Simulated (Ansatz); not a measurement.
Relaxation of the outer planes of the (111) surface of fluorite in its 1x1 cell (cut with top plane F, bottom plane F), outermost plane spacing 0.80 Å in the ideal cut.

Calculation: PBE (plane waves to 420 eV, PAW; Ansatz, a quantum-chemistry and plane-wave program).

Slab: 6 atoms, Ca2F4, 4.8 Å thick at the start (thin: gaps and levels are the slab's own); k 8x8x1, smearing 0.025 eV, dipole-corrected; all atoms relaxed; held to the start's symmetry, so lower structures may exist; no spin, no spin-orbit, no U.

```
plane  atoms  bulk spacing to the next (Å)  relaxed spacing (Å)  change (%)  rumpling (Å)
-----  -----  ----------------------------  -------------------  ----------  ------------
1          F                         0.795                  ___         ___          0.00
2         Ca                         0.795                0.805         1.2          0.00
```

**Question.** Complete the blanks.

**Answer.** 
- 1, relaxed spacing (Å): 0.813
- 1, change (%): 2.3
